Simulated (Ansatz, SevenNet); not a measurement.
Elastic constant C33 of white tin (β-Sn): levels of theory against measurement

Reference value: 95.5 GPa (measured, temperature not stated, no zero-point or thermal correction; as tabulated in Blaschke (2018), arXiv:1804.01586).

Question: What do SevenNet-l3i5, LDA, PBE, PBE-D3(BJ), r²SCAN+rVV10 give, and how far is each from the reference?

Answer: 
```tsv
level (code)	value (GPa)	cell (Å³/atom)	difference (%)
SevenNet-l3i5	66.5	28.37	-30
LDA (Ansatz)	102	26.17	+6.8
PBE (Ansatz)	81.1	28.41	-15.1
PBE-D3(BJ) (Ansatz)	95.1	27.21	-0.4
r²SCAN+rVV10 (Ansatz)	96.2	27.13	+0.7
```

The reference's temperature isn't stated, so close values are not ranked against it. Off by more than 25 %, or 35 % on the side where a correction would as a rule narrow the miss (bounds picked here): SevenNet-l3i5 (-30 %).

The reference isn't brought to a static lattice, while the calculations are for one, so the differences are not the levels' errors alone. A static lattice is as a rule stiffer than a warm one, by over a tenth in soft solids.  PBE-D3(BJ): the dispersion coefficients are held fixed in the derivatives. Each level is taken at its own relaxed cell. Cutoffs differ between the levels. Ansatz's density-functional and Hartree–Fock values are scalar-relativistic unless marked +SOC, with PAW data made under PBE.

Machine-learned potentials (SevenNet-l3i5) are trained on DFT data: a solid inside that data is no test of them.

Differences are worked out from the printed values.

Ansatz is a first-principles code.
